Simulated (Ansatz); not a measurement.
Start from Cs₂AgBiBr₆ (space group Fm-3m, No. 225; a = 11.343 Å).

The values are results of r2SCAN (Ansatz, a first-principles code; PAW; 500 eV plane waves; scalar-relativistic without spin-orbit coupling), not measurements.

One change was made to it. Results:

| quantity | base | after |
|---|---|---|
| electron mass | 0.36 mₑ along k, 0.27 mₑ across (at L) | 0.38 mₑ along k, 0.25 mₑ across (at L) |
| band gap | 1.67 eV | 1.24 eV |
| shortest interatomic distance | 5.318 bohr | 4.883 bohr |
| hole mass | 0.20 mₑ along k, 0.76 mₑ across (at X) | 0.13 mₑ along k, 0.54 mₑ across (at X) |

Task: What was done to the base?
A) pressure 30 GPa
B) pressure 18 GPa
C) pressure 9 GPa
D) pressure 1.8 GPa

Result: C, pressure 9 GPa. For comparison, the band gap in the other runs: pressure 1.8 GPa gives 1.56 eV; pressure 18 GPa gives 0.95 eV; pressure 30 GPa gives 0.62 eV.

With Bi present, leaving out spin-orbit coupling can change the band edges. Load acts through the strain it causes; cell and atoms are relaxed under it. Effective masses come from finite differences of ±0.01 Å⁻¹. Along k means along the line from Γ to the band edge. Whether these cells are dynamically stable was not tested. Competing high-pressure phases were not computed.
